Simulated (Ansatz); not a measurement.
**KTaO3: response to strain**

The reference is KTaO$_{3}$ in the cubic perovskite structure (space group Pm-3m, No. 221; a = 4.0244 Å).

Strains are applied to the cell and any free atomic positions relax.

Method: PBE (Ansatz, a quantum-chemistry and plane-wave program), no spin-orbit coupling.

Notes on the quantities. energy relative to the base: free energy F.

```
change                    band gap  energy relative to the base  volume per atom  smallest direct gap   pressure
------------------------  --------  ---------------------------  ---------------  -------------------  ---------
base                       2.16 eV                   0 meV/atom         13.04 Å³              2.78 eV   0.01 GPa
isotropic strain −3.00 %   2.36 eV                 +69 meV/atom         11.90 Å³              2.93 eV        ___
isotropic strain −2.40 %   2.33 eV                 +43 meV/atom         12.12 Å³              2.91 eV  16.15 GPa
isotropic strain −1.80 %   2.28 eV                 +24 meV/atom         12.34 Å³              2.88 eV  11.59 GPa
isotropic strain −1.20 %   2.24 eV                          ___         12.57 Å³              2.85 eV   7.40 GPa
isotropic strain −0.60 %       ___                          ___         12.80 Å³              2.82 eV   3.55 GPa
```

Task: Fill in the withheld entries from the trend.

Result: 
- isotropic strain −3.00 %, pressure: 21.08 GPa
- isotropic strain −1.20 %, energy relative to the base: +10 meV/atom
- isotropic strain −0.60 %, band gap: 2.20 eV
- isotropic strain −0.60 %, energy relative to the base: +2.6 meV/atom

Spin-orbit coupling, missing from the scalar runs, can matter with Ta. Whether these cells are dynamically stable was not tested.
